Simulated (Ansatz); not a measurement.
Consider TlBr in the zinc blende structure (space group F-43m, No. 216; a = 7.504 Å; a hypothetical phase, not in the database extracts checked).

(Cell as relaxed with PBE.)

Levels (all Ansatz, a quantum-chemistry and plane-wave program, PAW, earlier PAW set): PBE (420 eV, scalar-relativistic without spin-orbit coupling); PBEsol (420 eV, no SOC).

Each level relaxes its own structure.

```csv
base,PBE,PBEsol
volume per atom,52.81 Å³,48.84 Å³
lattice parameter a,750.4 pm,731.1 pm
band gap,2.96 eV,2.77 eV
```

Modification: holes 2.0×10^21 cm⁻³, on a uniform background at fixed cell.

```json
[
 {"quantity": "valley order (the lowest conduction-band minima on the path, energy above the VBM, named in the base's zone)", "PBE": "X along ⟨100⟩ 3.19 eV; a point along ⟨110⟩, about 0.4 Å⁻¹ from Γ 4.01 eV; a point along ⟨111⟩, about 0.4 Å⁻¹ from Γ 4.07 eV", "PBEsol": "___"},
 {"quantity": "shift of the gap caused by the change", "PBE": "+0.23 eV", "PBEsol": "___"}
]
```

### Question
What does PBEsol give?

### Answer

- valley order (the lowest conduction-band minima on the path, energy above the VBM, named in the base's zone), PBEsol: X along ⟨100⟩ 2.98 eV; a point along ⟨110⟩, about 0.5 Å⁻¹ from Γ 3.90 eV; a point along ⟨111⟩, about 0.4 Å⁻¹ from Γ 3.97 eV
- shift of the gap caused by the change, PBEsol: +0.21 eV

Both order the valleys alike; PBE's shift of the gap caused by the change lies 0.02 eV above PBEsol's. Neither level is exact; PBEsol is the comparison here, not a measurement.

Charged cell with a jellium background: band edges are those of the host's band count, energies are not comparable with the neutral cell, and many-body gap narrowing is missing. With Tl present, leaving out spin-orbit coupling can change the band edges. Stability against distortions was not tested.
